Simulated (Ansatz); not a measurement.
Cubic perovskite CsCaF3, treated with LDA (PAW; Ansatz, a quantum-chemistry and plane-wave program).

Settings: plane-wave cutoff 520 eV, 8×8×8 k mesh, Fermi–Dirac smearing 0.01 eV, scalar-relativistic PAW data made under PBE.

Cell (relaxed at this level):

CaCsF₃ is taken in the cubic space group Pm-3m (No. 221), the cubic perovskite structure, Pearson symbol cP5. Lattice parameters: a = 4.407 Å, b = 4.407 Å, c = 4.407 Å, α = 90.00°, β = 90.00°, γ = 90.00°. Cs on 1a is surrounded by 12 F at 3.117 Å (cuboctahedral). Ca on 1b has 6 F at 2.204 Å (octahedral). F on 3c is surrounded by 2 Ca at 2.204 Å and 4 Cs at 3.117 Å (octahedral). (Neighbours: up to the widest gap in distance over summed covalent radii, below 1.35, at either atom; cation-cation and far metal-metal contacts left out.)

Question: Give the computed bulk modulus B0, band gap and pressure derivative B′ of the bulk modulus.

Answer: 
- bulk modulus B0: 64.6 GPa
- band gap: 7.31 eV
- pressure derivative B′ of the bulk modulus: 4.8

Measured, for comparison: bulk modulus 50.9 GPa (room temperature, no zero-point or thermal correction; as tabulated in Vaitheeswaran et al. (2016), arXiv:1609.00541). Computed (rounded) less measured: bulk modulus +27 %.

Note: the relaxation could not lower the start's symmetry, so the cell can be a saddle point above a distorted one.

Spin–orbit coupling is not included.

The computed numbers hold no vibrational or temperature effects.

Cost on a shared machine: roughly 70 core-seconds.
